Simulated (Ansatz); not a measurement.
hcp (Mg type) Os, the quasi-harmonic free energy with LDA in Ansatz (a program for electronic structure). The run noted for some of its cells that some bands missed the eigensolver's tolerance. Spin-orbit coupling is not included.

| T (K) | α_a (10⁻⁶/K) | α_c (10⁻⁶/K) | C_P (J/mol/K) | bulk modulus B_T (GPa) | γ |
|---|---|---|---|---|---|
| 100 | 3.0 | 3.1 | 15.7 | 444 | 2.14 |
| 300 | 4.6 | 5.2 | 24.2 | 437 | 2.18 |
| 550 | … | 5.8 | 25.8 | 428 | 2.18 |
| 650 | 4.9 | … | 26.1 | 424 | 2.19 |
| 800 | 4.9 | 6.3 | 26.6 | 419 | 2.19 |
| 850 | 5.0 | 6.4 | 26.8 | 417 | 2.19 |
| 900 | 5.0 | 6.5 | 26.9 | 415 | 2.19 |
| 950 | 5.0 | 6.6 | 27.1 | 413 | 2.19 |

**Question.** Complete the blanks.

**Answer.** 
- 550, α_a (10⁻⁶/K): 4.8
- 650, α_c (10⁻⁶/K): 6.0

No phase change or melting is allowed for: the numbers belong to this structure as given.

The PAW data sets were generated under PBE and serve the other functionals too.
